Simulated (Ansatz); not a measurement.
# Effect of biaxial strain +2.50 %, plane normal [111], relaxed out of plane on Ge

Base system: Ge in the diamond structure (space group Fd-3m, No. 227; a = 5.6762 Å). Axes: x, y, z lie along the cube axes.

Perturbation: biaxial strain +2.50 %, plane normal [111], relaxed out of plane (Cartesian); in-plane vectors clamped, the third vector and the atoms free.

Computed with PBEsol in Ansatz (plane waves to 420 eV, PAW, no spin-orbit coupling). Settings: 14×14×14 k-points, 0.05 eV Fermi–Dirac smearing.

| quantity | base | changed | shift |
|---|---|---|---|
| volume per atom | 22.86 Å³ | 23.78 Å³ | +0.92 Å³ |
| space group | Fd-3m (No. 227) | R-3m (No. 166) | – |
| shortest interatomic distance | 2.458 Å | 2.465 Å | +0.007 Å |
| energy relative to the base (free energy F) | 0 meV/atom | +13 meV/atom | +13 meV/atom |
| pressure (mean of the normal stresses, compression positive) | 0.0 GPa | -2.4 GPa | -2.4 GPa |
| band gap | zero | zero | – |
| out-of-plane strain (rough) | – | -0.98 % | – |

Final structure (turned so that z lies along the plane normal):

```
Ge
1.0
    4.11399     0.00000     0.00000
    2.05699     3.56282     0.00000
    2.05699    -1.18761     3.24488
Ge
2
Direct
  0.00318   0.99841   0.99523
  0.49682   0.25159   0.75477
```

Without a gap, meshes like the base's 14×14×14 leave anisotropic stresses uncertain by several tenths of a GPa, and small strain energies with them. No phonon test of stability was made. The zero or small gap of Ge can change with the level of theory.

Ansatz is a program for electronic structure.
